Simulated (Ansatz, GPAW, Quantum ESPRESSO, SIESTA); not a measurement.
# GaFe3 (Pm-3m, 4 atoms in the cell) computed with different codes at matched settings

Relaxation of cell and atoms.

```yaml
crystal:
  lattice:
    - [3.63803, 0.00000, 0.00000]
    - [0.00000, 3.63803, 0.00000]
    - [0.00000, 0.00000, 3.63803]
  atoms:
    - { symbol: Ga, position: [0.00000, 0.00000, 0.00000] }
    - { symbol: Fe, position: [0.00000, 0.50000, 0.50000], spin: 4.0 }
    - { symbol: Fe, position: [0.50000, 0.00000, 0.50000], spin: 4.0 }
    - { symbol: Fe, position: [0.50000, 0.50000, 0.00000], spin: 4.0 }
```
(The spins are starting values, not results.)

Shared settings, as Ansatz (a quantum-chemistry and plane-wave program) writes them: kpoints.mp_grid.grid = 6 6 6; scf.occupations.method = gaussian; scf.occupations.width = 0.02 Ry. Potentials and cutoffs stand in the table.

```csv
code,model,final volume (Å³/atom),size of the net moment (μB/atom),cutoff
GPAW,"LDA (Perdew-Wang 92), GPAW PAW datasets LDA (gpaw-data 1.0.1)",11.22,1.56,800 eV
Quantum ESPRESSO,"LDA (PZ), GBRV 1.5 ultrasoft (LDA) pseudopotentials",11.18,1.62,50 Ry
Ansatz,"LDA (PW92), PAW files made with PBE",11.12,1.56,default
SIESTA,"LDA PW92, numerical atomic orbitals DZP, PseudoDojo LDA standard norm-conserving potentials (rewritten from UPF to PSML)",11.07,1.61,grid 350 Ry
```

On Ansatz's run: the magnetic order is the one reached from the typed start; others were not searched systematically.

The spread over the programs that give each value: final volume within 0.15 Å³/atom; size of the net moment within 0.06 μB/atom.

SIESTA uses small atom-centred bases, whose incompleteness enters pressures, forces and empty levels differently from a plane-wave cutoff. The same LDA comes in different parametrisations, which differ slightly. The programs treat the finite-basis stress differently while the cell relaxes: Ansatz adds an estimate of it.

The starting cell comes from a database of computed structures (which also holds hypothetical and non-ambient phases and stackings), without a prior relaxation at this level.

Keys are those of Ansatz 0.2.
